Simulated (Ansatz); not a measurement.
**Convergence study of the plane-wave cutoff for TiTc (P4mm, 2 atoms in the cell)**

```yaml
crystal:
  lattice:
    - [3.10375, 0.00000, 0.00000]
    - [0.00000, 3.10375, 0.00000]
    - [0.00000, 0.00000, 3.10375]
  atoms:
    - { symbol: Ti, position: [0.50000, 0.50000, 0.51611] }
    - { symbol: Tc, position: [0.00000, 0.00000, 0.00000] }
```

Level of theory: PBEsol, default PAW files made with PBE (plane waves; Ansatz, a program for electronic structure).

Base settings: basis.ecutwfc = 500 eV; kpoints.mp_grid.grid = 11 11 11; hamiltonian.xc = pbesol; hamiltonian.pseudopotentials = {kind: paw} (the program's default PAW files); scf.occupations.method = fermi_dirac; scf.occupations.width = 0.1 eV.

The second cell is the first with its lattice scaled by 0.98.

The mesh stays at the base's, so the ladder's end is converged at best in this setting alone.

The first pressure column holds Ansatz's estimate of the finite-basis (Pulay) stress, which hides part of the cutoff error; the other is without it.

Only quantities that move along the ladder and can be compared are tabulated.

The count of work is k-points × plane waves × bands × iterations; it is no time. 

The starting cell comes from a database of computed structures (which also holds hypothetical and non-ambient phases and stackings), without a prior relaxation at this level. Its lattice was rescaled by up to half a per cent. One atom was moved a little off its site on purpose. Spin polarisation is off. In the base run, with a pressure of about -7 GPa the cell is away from its equilibrium volume at this level.

```csv
basis.ecutwfc,free energy less the last step's (meV/atom),energy of the compressed cell less the first (meV/atom),pressure (GPa),pressure without the Pulay estimate (GPa),largest difference of a force vector from the last step's (eV/Å),count of work / last
175 eV,27151.57,-108.69,-16.47,-828.41,1.141,0.078
200 eV,14514.57,35.57,0.55,-535.63,0.594,0.073
225 eV,7380.12,48.62,10.60,-327.70,0.018,0.10
250 eV,3608.26,27.08,-4.58,-190.73,0.270,0.10
275 eV,1732.36,-2.13,-8.30,-108.73,0.161,0.11
300 eV,818.77,-9.47,-8.33,-62.27,0.020,0.13
350 eV,156.88,-2.41,-6.76,-20.83,0.011,0.16
400 eV,22.95,-2.71,-6.77,-9.39,0.000,0.18
450 eV,3.37,-2.68,-6.70,-7.06,0.000,0.22
500 eV,1.31,-2.60,-6.69,-6.72,0.000,0.27
550 eV,1.13,-2.61,-6.70,-6.71,0.000,0.32
600 eV,1.00,-2.61,-6.70,-6.71,0.000,0.36
675 eV,0.86,-2.62,-6.70,-6.70,0.000,0.43
750 eV,0.69,-2.62,-6.70,-6.71,0.000,0.49
875 eV,0.40,-2.61,-6.69,-6.70,0.000,0.64
1000 eV,0.27,-2.61,-6.69,-6.70,0.000,0.75
1200 eV,0.00,-2.60,-6.69,-6.70,0.000,1.0
```

Coarsest basis.ecutwfc that holds the free energy within 5 meV/atom of the last step, with all finer ones: 450 eV, at 0.22 of the last step's count of work; the step before is off by 23 meV/atom.

Coarsest basis.ecutwfc that holds the pressure within 0.5 GPa of the last step, with all finer ones: 350 eV, at 0.16 of the last step's count of work; the step before is off by 1.6 GPa.

Coarsest basis.ecutwfc that holds the forces within 0.005 eV/Å of the last step, with all finer ones: 400 eV, at 0.18 of the last step's count of work; the step before is off by 0.011 eV/Å.

The energy difference between the two cells stays within 1 meV/atom of the last step's from 350 eV on, the total only from 600 eV on: much of the error is common to both cells and cancels.

At the lowest cutoff the pressure without the Pulay estimate lies 822 GPa under the last step's, the usual sign of Pulay stress in an incomplete plane-wave basis.

Keys are those of Ansatz 0.2.
